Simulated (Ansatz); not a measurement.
Data:

```
CELL_PARAMETERS angstrom
      0.00000     2.18510     2.18510
      2.18510     0.00000     2.18510
      2.18510     2.18510     0.00000
ATOMIC_POSITIONS crystal
  Si 0.25000 0.25000 0.25000
  C  0.00000 0.00000 0.00000
```

Computed with PBEsol with spin-orbit coupling, rigid bands (plane waves, PAW; Ansatz, a program for electronic structure). Condition of this run: hydrostatic pressure -2 GPa (the target of the relaxation). Cell: cell and atoms relaxed with PBEsol, then loaded as said.

### Question
What conductivity effective mass do dilute holes have at 300 K?

### Answer
0.70 mₑ.

### Question
Predict the electron conductivity mass (n e² τ/σ) at 300 K, by direction if it differs.

### Answer
0.30 mₑ.

### Question
And the band gap?

### Answer
1.25 eV at this level; semilocal functionals usually fall short of the measured gap.

Rigid bands, one relaxation time for all states, no polarons.
